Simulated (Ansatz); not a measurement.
The starting structures come from a database of crystals and need not be the phases stable at ambient conditions.

Crystal: HfO2 (P4_2/mnm, rutile, not sure to be the ambient phase, 6 atoms a cell, 12.4 Å³ an atom, 4 GPa at this level); planes in its conventional cell.

These are r2SCAN (plane waves, PAW; Ansatz, a first-principles code) values and carry that method's errors.

No gap correction and no spin-orbit coupling; mid-gap values are interpolated between computed energies.

```csv
plane,area of the cell (Å²),mid-gap κ (1/Å),largest κ in the gap (1/Å)
(100),15.4,0.41,0.42
(001),23.2,(withheld),(withheld)
(110),21.8,(withheld),(withheld)
```

Problem. The slowest decay depends on the direction. Supply the withheld values.

Solution. 
- (001), mid-gap κ (1/Å): 0.35
- (001), largest κ in the gap (1/Å): 0.35
- (110), mid-gap κ (1/Å): 0.31
- (110), largest κ in the gap (1/Å): 0.31
